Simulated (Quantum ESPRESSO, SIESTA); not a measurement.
## Equation of state of wurtzite SiC (space group 186): energy against volume (SIESTA, PBE)

```
CELL_PARAMETERS angstrom
      3.02523     0.00000     0.00000
     -1.51262     2.61993     0.00000
      0.00000     0.00000     4.96021
ATOMIC_POSITIONS crystal
  Si 0.33333 0.66667 0.00000
  Si 0.66667 0.33333 0.50000
  C  0.33333 0.66667 0.37500
  C  0.66667 0.33333 0.87500
```

Method of the run: GGA PBE, numerical atomic orbitals DZP, PseudoDojo PBE standard norm-conserving potentials (rewritten from UPF to PSML) (SIESTA 5.4.2). Settings: XC.functional = GGA; XC.authors = PBE; potentials = PseudoDojo PBE standard; PAO.BasisSize = DZP; PAO.EnergyShift = 0.01 Ry; MeshCutoff = 390 Ry; kgrid.MonkhorstPack = 12 12 7; OccupationFunction = FD; ElectronicTemperature = 10 meV; MaxSCFIterations = 150; SCF.Mixer.Method = Pulay; SCF.Mixer.Weight = 0.1; SCF.Mixer.History = 6; SCF.DM.Tolerance = 1.0E-04. The cell above is the first row's. The rows scale it uniformly. In all rows fractional positions and the k mesh are held. E is the free energy at the stated smearing, counted from the lowest row.

```
V (Å^3/atom)  E (meV/atom)
------------  ------------
9.829                40.73
10.042               20.40
10.256                7.41
10.470                0.75
10.683                0.00
10.897                4.59
11.111               13.92
11.324               27.55
11.538                   ?
```

Fit E of the 8 rows that show it with the third-order Birch-Murnaghan form, a cubic in V^(-2/3). With u = V^(-2/3) - 0.208, the rows have u = 0.009935, 0.006842, 0.003843, 0.000947, -0.001840, -0.004548, -0.007169, -0.009695. Least squares gives E = -0.117 + 578.74·u + 354650·u² + 71494·u³. Residuals (row less fit): 0.022, -0.068, 0.061, 0.001, -0.018, 0.010, -0.015, 0.008; standard error 0.049 (degrees of freedom: 4). Its minimum lies at u = -0.000816, so V0 = (0.207184)^(-3/2) = 10.60. There d²E/du² = 708900 and d³E/du³ = 429000, so B0 = (4/9) × 10.60^(-7/3) × 708900 × 0.160218 = 204 GPa (the last factor turns the table's units into GPa), and B0' = 4 + (2/3) × 0.207184 × (429000)/708900 = 4.1. The program's pressures in the fitted runs (not shown) pass through zero at V = 10.60, 0.00 % from this V0.

Task: Estimate the missing E (V = 11.538); what did the run itself give?

Result: u = -0.012155, so E = -0.117 + 578.74 × (-0.012155) + 354650 × (-0.012155)² + 71494 × (-0.012155)³ = 45.117 meV/atom. The calculation gives 45.08 meV/atom, 0.037 meV/atom below the prediction (0.1 % of the range of E in the table). The row lies outside the fitted rows, so this is an extrapolation. From the scatter of the fitted rows alone, a prediction at this place has a standard error of 0.118 meV/atom, so the miss is 0.3 times that.

Carrying the step between the two nearest rows on in a straight line would have given 41.24, off by 3.84; series whose last step already gives the withheld value aren't shown. The scan was laid around a cell of about the measured size, scaled by a guess for this functional; axis ratios and inner coordinates come from that cell. This is the 2H polytype. The runs keep the symmetry of the cell, so they don't test it for distortions. A plane-wave scan with the same functional (Quantum ESPRESSO, GBRV) gives V0 = 10.50 Å^3/atom and B0 = 213 GPa; a Birch-Murnaghan fit to all rows here lies 1.0 % from it in V0 and -4 % in B0; the two differ in basis, and may differ in potentials and mesh. Values carry the incompleteness of an atom-centred basis. The shape of the cell and the inner coordinates aren't relaxed, so V0 and B0 belong to this uniform scaling; a relaxed crystal lies no higher in energy and is usually softer (forces reach 0.05 eV/Å in these rows). Cutoffs and mesh are single choices, not tested for convergence of this quantity. Series with a scatter that would blur these digits, or in which a gap closes, are not shown. Nor are scans whose minimum lies at an end fitted in this form.
